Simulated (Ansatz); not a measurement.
**Carrier properties of AlAs under load (space group I-4m2)**

Input:

```
CELL_PARAMETERS angstrom
      0.00000     2.81181     2.86269
      2.81181     0.00000     2.86269
      2.81181     2.81181     0.00000
ATOMIC_POSITIONS crystal
  Al 0.00000 0.00000 0.00000
  As 0.75000 0.75000 0.75000
```

Level of theory: PBEsol with spin-orbit coupling, rigid bands (plane waves, PAW; Ansatz, a quantum-chemistry and plane-wave program). Condition of this run: biaxial stress xx = yy = 1 GPa (compression positive) (the target of the relaxation). Cell: cell and atoms relaxed with PBEsol, then loaded as said.

The band gap is 1.17 eV and the electron conductivity mass (300 K, dilute) is 0.38 (x), 0.38 (y), 0.26 (z) mₑ. The hole conductivity mass (300 K, dilute) comes out as 0.53 (x), 0.53 (y), 0.67 (z) mₑ. The effective density of states N_c (300 K) is 1.2e19 cm⁻³ and the effective density of states N_v (300 K) is 1.1e19 cm⁻³. The density-of-states mass, electrons comes out as 0.60 mₑ. The density-of-states mass, holes is 0.59 mₑ and the Seebeck coefficient, n-type 1e19 cm⁻³, 300 K is -239 μV/K. The best n-type power factor at 300 K for τ = 10 fs (best axis; densities from 1e16 to 1e21 cm⁻³ tried, whether or not they can be reached) is 7.3 μW/(cm·K²) at 3e19 cm⁻³ and the Seebeck coefficient, p-type 1e19 cm⁻³, 300 K comes out as 290 μV/K.

Rigid bands; masses and Seebeck coefficients take one relaxation time τ for all states and one kind of carrier; polarons and phonon drag are left out.
